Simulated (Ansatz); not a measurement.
NaAl11O17 (R3m, No. 160, 29 atoms in the cell; start mp-759230), treated with r²SCAN (Ansatz, an electronic-structure program, plane waves, PAW).

Numerical settings: plane-wave cutoff 560 eV, 8×8×8 k mesh, Fermi–Dirac smearing 0.01 eV, scalar-relativistic PAW data made under PBE.

Cell (relaxed with PBEsol):

```xyz
29
Lattice="2.8062 1.6202 11.3112 -2.8062 1.6202 11.3112 0.0000 -3.2403 11.3112" Properties=species:S:1:pos:R:3 pbc="T T T"
Na     0.0000     0.0000    27.9977
Al     1.3926     0.8040     8.8954
Al     0.0000    -1.6080     8.8954
Al    -1.3926     0.8040     8.8954
Al     0.0000     0.0000    33.9325
Al     0.0000     0.0000    15.2847
Al     0.0000     0.0000    18.6712
Al     0.0000     0.0000    11.8736
Al     0.0000     0.0000    22.0308
Al     1.3995    -0.8080    25.0246
Al    -1.3995    -0.8080    25.0246
Al     0.0000     1.6160    25.0246
O      0.0000     0.0000    10.0718
O      0.0000     0.0000     3.2046
O      1.4954    -0.8634    21.4983
O     -1.4954    -0.8634    21.4983
O      0.0000     1.7268    21.4983
O      1.4840     0.8568    12.4481
O      0.0000    -1.7136    12.4481
O     -1.4840     0.8568    12.4481
O      1.4373    -0.8298    14.6209
O     -1.4373    -0.8298    14.6209
O      0.0000     1.6596    14.6209
O      1.4135     0.8161    19.3651
O      0.0000    -1.6322    19.3651
O     -1.4135     0.8161    19.3651
O      0.0000     0.0000    16.9751
O      0.0000     0.0000    23.8649
O      0.0000     0.0000    30.6832
```

### Question
Give the computed band gap and smallest direct gap on the k points sampled.

### Answer

- band gap: 5.27 eV (indirect)
- smallest direct gap on the k points sampled: 5.30 eV

Note: cell and atoms aren't relaxed at this level (largest force component 0.23 eV/Å, pressure -1.7 GPa).

Static lattice: no zero-point or thermal effects.

A start named mp-… is a Materials Project structure, which need not be a measured phase.
